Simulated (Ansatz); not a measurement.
```yaml
crystal:
  lattice:
    - [2.81561, 0.00000, 0.00000]
    - [-1.40781, 2.43839, 0.00000]
    - [0.00000, 0.00000, 9.22887]
  atoms:
    - { symbol: Li, position: [0.33333, 0.66667, 0.26995] }
    - { symbol: Li, position: [0.66667, 0.33333, 0.76995] }
    - { symbol: Si, position: [0.00000, 0.00000, 0.01454] }
    - { symbol: Si, position: [0.00000, 0.00000, 0.51454] }
    - { symbol: N, position: [0.33333, 0.66667, 0.60632] }
    - { symbol: N, position: [0.66667, 0.33333, 0.10632] }
```

Relaxed-ion tensors in this frame from Ansatz (a program for electronic structure), PBEsol functional, plane-wave PAW. Proper piezoelectric stress tensor e (C/m²):

```
 0.00   0.00   0.00   0.00  -0.09   0.00
 0.00   0.00   0.00  -0.09   0.00   0.00
 0.58   0.58   0.03   0.00   0.00   0.00
```

Stiffness C (GPa):

```
 330  59.0   8.7   0.0   0.0   0.0
59.0   330   8.7   0.0   0.0   0.0
 8.7   8.7   179   0.0   0.0   0.0
 0.0   0.0   0.0  33.7   0.0   0.0
 0.0   0.0   0.0   0.0  33.7   0.0
 0.0   0.0   0.0   0.0   0.0   135
```

The cell was generated from a structure type, relaxed within its symmetry, and need not be the phase found at ambient conditions.

Question: Obtain the piezoelectric strain tensor d.

Answer: d = e S with S = C⁻¹, in pC/N:

```
 0.0   0.0   0.0   0.0  -2.7   0.0
 0.0   0.0   0.0  -2.7   0.0   0.0
 1.5   1.5   0.0   0.0   0.0   0.0
```
Away from Γ the polar cell without biaxial strain shows no imaginary mode on a 2×2×2 mesh.

The PAW data sets were generated under PBE and serve the other functionals too.
